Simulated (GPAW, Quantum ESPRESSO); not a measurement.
A Quantum ESPRESSO input for a self-consistent single point of MgSe (F-43m, 2 atoms in the cell) (DFT, PBEsol, plane waves, PseudoDojo standard norm-conserving (PBESOL) pseudopotentials):

```fortran
&control
   calculation = 'scf'
   outdir = './tmp'
   pseudo_dir = './'
   tprnfor = .true.
   tstress = .true.
/
&system
   ibrav = 0
   celldm(1) = 7.93439510
   nat = 2
   ntyp = 2
   ecutwfc = 90
   occupations = 'smearing'
   smearing = 'fd'
   degauss = 0.00147
/
&electrons
   conv_thr = 1.0d-10
   mixing_beta = 0.3
/
ATOMIC_SPECIES
Mg    24.3050  Mg.upf
Se    78.9710  Se.upf
ATOMIC_POSITIONS angstrom
Mg    0.00000000    0.00000000    0.00000000
Se    1.48446500    1.48446500    1.48446500
K_POINTS automatic
7 7 7  0 0 0
CELL_PARAMETERS alat
   0.00000000     0.70710678     0.70710678
   0.70710678     0.00000000     0.70710678
   0.70710678     0.70710678     0.00000000
```

Give the GPAW input for the same structure, mesh, smearing and functional.

One input that does it (others would too):

```python
from ase import Atoms
from ase.units import GPa
from gpaw import GPAW

atoms = Atoms(['Mg', 'Se'],
              cell=[[0.000000, 2.968930, 2.968930],
                    [2.968930, 0.000000, 2.968930],
                    [2.968930, 2.968930, 0.000000]],
              positions=[[0.000000, 0.000000, 0.000000],
                         [1.484465, 1.484465, 1.484465]],
              pbc=True)

calc = GPAW(mode={'name': 'pw', 'ecut': 800},
            xc='PBEsol',
            kpts=(7, 7, 7),
            occupations={'name': 'fermi-dirac', 'width': 0.02},
            nbands=-6,
            convergence={'bands': -4},
            symmetry={'symmorphic': False, 'tolerance': 0.0005},
            maxiter=150,
            txt='-')

atoms.calc = calc

energy = atoms.get_potential_energy()
print('Energy (eV):', round(energy, 6))
forces = atoms.get_forces()
print('Forces (eV/Ang):')
print(forces.round(5))
stress = atoms.get_stress()
print('Stress (GPa, Voigt):', (stress / GPa).round(4))
```

Basis settings and potentials, where a program has them, do not carry over. This input uses DFT PBEsol, plane waves, GPAW PAW datasets PBEsol (made by gpaw-setup). Both were run: pressure -0.01 GPa in Quantum ESPRESSO and 0.05 in GPAW; gap on the mesh 2.512 eV in Quantum ESPRESSO and 2.527 in GPAW.

On GPAW: the starting cell comes from a database of computed structures (which also holds hypothetical and non-ambient phases and stackings), without a prior relaxation at this level.

On Quantum ESPRESSO: the starting cell comes from a database of computed structures (which also holds hypothetical and non-ambient phases and stackings), without a prior relaxation at this level.
